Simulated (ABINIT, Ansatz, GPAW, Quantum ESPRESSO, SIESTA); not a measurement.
## Code comparison for CuZn (Pm-3m, 2 atoms in the cell)

Self-consistent single point.

```
CELL_PARAMETERS angstrom
      2.95000     0.00000     0.00000
      0.00000     2.95000     0.00000
      0.00000     0.00000     2.95000
ATOMIC_POSITIONS crystal
  Zn 0.50000 0.50000 0.50000
  Cu 0.00000 0.00000 0.00000
```

Shared settings, as Ansatz (a quantum-chemistry and plane-wave program) writes them: kpoints.mp_grid.grid = 15 15 15; scf.occupations.method = gaussian; scf.occupations.width = 0.272 eV. Potentials and cutoffs stand in the table.

```csv
code,model,pressure (GPa),cutoff
Ansatz,"LDA (PW92), default PAW files made with PBE",-10.41,default
GPAW,"LDA (Perdew-Wang 92), GPAW PAW datasets LDA (gpaw-data 1.0.1)",-10.60,800 eV
Quantum ESPRESSO,"LDA (PZ), PSlibrary PAW (LDA) pseudopotentials",-11.63,55 Ry
SIESTA,"LDA PW92, numerical atomic orbitals DZP, PseudoDojo LDA standard norm-conserving potentials (rewritten from UPF to PSML)",-14.12,grid 300 Ry
ABINIT,"LDA (PW92), PAW (JTH v2.0 LDA PAW)",-10.76,30 Ha
```

On Ansatz's run: spin polarisation is off.

The spread over the programs that give each value: pressure within 3.71 GPa.

SIESTA uses small atom-centred bases, whose incompleteness enters pressures, forces and empty levels differently from a plane-wave cutoff. Ansatz's pressure is given at a fixed set of plane waves, as the other plane-wave codes print theirs; with its correction for the finite basis it is -10.32 GPa. The same LDA comes in different parametrisations, which differ slightly. In the pressure, SIESTA (by 3.44) lies more than 1 GPa from the median of the plane-wave programs.

The starting cell has typed, rounded lattice constants, without a prior relaxation at this level.

Left out of this page: Elk (not drawn, or without a comparable value).

Keys are those of Ansatz 0.2.
